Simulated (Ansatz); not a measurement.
The starting structures come from a database of crystals and need not be the phases stable at ambient conditions.

Consider the following.

```yaml
crystal:
  lattice:
    - [3.15340, 0.00000, 0.00000]
    - [0.00000, 17.54458, 0.00000]
    - [1.57670, 5.84819, 0.91031]
  atoms:
    - { symbol: Ta, position: [0.00000, 0.50000, 0.00000] }
    - { symbol: Cu, position: [0.00000, 0.00000, 0.00000] }
    - { symbol: N, position: [0.00000, 0.89406, 0.00000] }
    - { symbol: N, position: [0.00000, 0.10594, 0.00000] }
```

Space group of this cell: R-3m. The cell is taken as given; by r2SCAN its mean pressure is -4.3 GPa.

Transport runs along the normal of the first two printed cell vectors, the (100) plane of the conventional cell.

No gap correction and no spin-orbit coupling; mid-gap values are interpolated between computed energies.

Estimate the band gap and the smallest decay constant κ at mid-gap that r2SCAN run with Ansatz (a quantum-chemistry and plane-wave program) returns for this system.

Gap 0.73 eV on a 32×32×32 mesh; κ = 0.122 1/Å, at (0.000, 0.500) of the in-plane reciprocal vectors. At the zone centre, at the nearest computed energy, the slowest state has κ = 0.17 1/Å.
